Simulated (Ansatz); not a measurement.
# TaN (P-62m, No. 189)

Computed with r²SCAN (Ansatz, an electronic-structure program, PAW).

Numerical settings: plane-wave cutoff 500 eV, 12×12×14 k mesh (along the axes of the cell as run), Fermi–Dirac smearing 0.05 eV, scalar-relativistic PAW data made under PBE.

Cell (relaxed at this level):

Space group P-62m (No. 189); a = 5.202 Å, b = 5.202 Å, c = 2.908 Å, α = 90.00°, β = 90.00°, γ = 120.00°

```json
[
 {"atom": "Ta", "site": "1a", "symmetry": "-62m", "x": "0.0000", "y": "0.0000", "z": "0.0000"},
 {"atom": "Ta", "site": "2d", "symmetry": "-6..", "x": "0.3333", "y": "0.6667", "z": "0.5000"},
 {"atom": "N", "site": "3f", "symmetry": "m2m", "x": "0.0000", "y": "0.3922", "z": "0.0000"}
]
```

| Item | Result |
|---|---|
| band gap | none |

Spin–orbit coupling is not included.

Static lattice: no zero-point or thermal effects.
